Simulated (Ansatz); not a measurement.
An Ansatz (a quantum-chemistry and plane-wave program) run: Sn; Ansatz PBEsol, no SOC.

Input:

Ansatz 0.2 input:
```yaml
crystal:
  lattice:
    - [-2.9164514548, 2.9164514548, 1.579039313]
    - [2.9164514548, -2.9164514548, 1.579039313]
    - [2.9164514548, 2.9164514548, -1.579039313]
  atoms:
    - { symbol: Sn, position: [0.75, 0.25, 0.5] }
    - { symbol: Sn, position: [0, 0, 0] }
basis: { ecutwfc: 420, ecutrho_ratio: 4, xc_grid: 2, fft_grid_basis: typed }
kpoints: { mp_grid: { grid: [17, 17, 17] } }
hamiltonian:
  xc: pbesol
  dispersion: none
  pseudopotentials: { kind: paw }
scf: { occupations: { method: fermi_dirac, width: 0.05 }, convergence: { dr2_threshold: 0.0000000002 } }
output: { forces: true, stress: true }
```

Output (explanatory and most iteration lines left out):

```
Pseudopotential: Sn, paw, valence charge 14
Crystal: 2 atoms, lattice volume = 53.723 Å³
Basis set: ecut = 420 eV, 1061 PW (Γ), exchange–correlation on 60×60×60 points (8 copies of the dense FFT grid, shifted against one another)
Bands: 18, of which v1, the nominal top of the filled ones, is band 14 counted from 1 (13 counted from 0)
Symmetry: 16 space group operations
Space group: I41/amd (ITA 141), of the structure as read, at distance tolerance 3.8e-5 Å
k-points: 405 of 4913
Functional: x = pbesol(κ = 0.804, μ = 0.12345679012345678), c = pbesol(β = 0.046)
SCF iter   1: F=—  HF=-11899.571788 eV  |F-HF|=—  |Δ(HF+E_count)|=         —  Δρ=2.51e-3  dr2=2.37e-3  ethr=1.77e-3  ⟨swp⟩=6.0  Hψ=37140  notcnv=0
SCF iter   2: F=—  HF=-11899.568859 eV  |F-HF|=—  |Δ(HF+E_count)|=   2.93e-3  Δρ=1.58e-3  dr2=9.74e-4  ethr=8.45e-6  ⟨swp⟩=2.2  Hψ=14337  notcnv=0  defer=2
SCF 1 converged in 9 iterations: F = -11899.568454 eV  dr2 = 3.92e-11
SCF converged after 9 iterations
Free energy (F): -11899.568454 eV
Internal energy: -11899.561006 eV  (E = F + TS)
E sigma→0 (E₀):  -11899.564730 eV
Entropy (-TS):   -0.007449 eV (-3.724 meV/atom)
Fermi energy:    10.695932 eV
--- Forces (eV/Å), atoms counted from 1 ---
  atom   1  Sn     0.00000000     0.00000000     0.00000000
  atom   2  Sn     0.00000000     0.00000000     0.00000000
--- Stress (GPa, compression-positive) ---
        0.006311      -0.000000      -0.000000
       -0.000000       0.006311       0.000000
       -0.000000       0.000000       0.007171
  P = ⅓ Tr σ = 0.0066 GPa (0.066 kbar)
```

Stability against distortions was not tested. The cell is Sn (space group I4_1/amd, No. 141).
